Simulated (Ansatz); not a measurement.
# How the lattice parameter a of Ru2C (model structure, started from the Cu2Sb type, P4/nmm, No. 129, 6 atoms in the cell) moves with the method

No measured value is used here.

| level (code) | value (Å) |
|---|---|
| LDA (Ansatz) | 3.742 |
| PBE (Ansatz) | 3.813 |
| PBEsol (Ansatz) | 3.765 |
| r²SCAN (Ansatz) | 3.793 |

LDA, PBE, PBEsol, r²SCAN: the run has no spin polarisation, so it can have missed a magnetic state. Cutoffs differ between the levels. Ansatz's density-functional and Hartree–Fock values are scalar-relativistic unless marked +SOC, with PAW data made under PBE.

A model structure was made by putting elements into a prototype or built by hand; it is no filed structure, need not be a known phase, and can be a saddle point held by its symmetry.

Ansatz is a quantum-chemistry and plane-wave program.
